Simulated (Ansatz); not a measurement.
**A constructed model of the (100) surface of fcc Rh, a layer of Ti in place of the second plane (bottom of the slab: a bare face, its two planes held)**

Calculation: PBE (plane waves to 420 eV, PAW; Ansatz, a first-principles code).

Model: 6-atom slab, 9.8 Å thick at the start (thin: gaps and levels are the slab's own), 14x14x1 mesh, Fermi-Dirac 0.1 eV, dipole correction, 2 atoms held, the rest relaxed; start symmetry kept, larger cells not searched; no spin, no spin-orbit, no U. It is one candidate, not shown to be the stable structure of the face.

```json
{
 "work_function_of_the_top_face": "4.53 eV",
 "energy_released_by_relaxation": "0.20 eV",
 "cost": "about 3 core-minutes (a rough figure)"
}
```
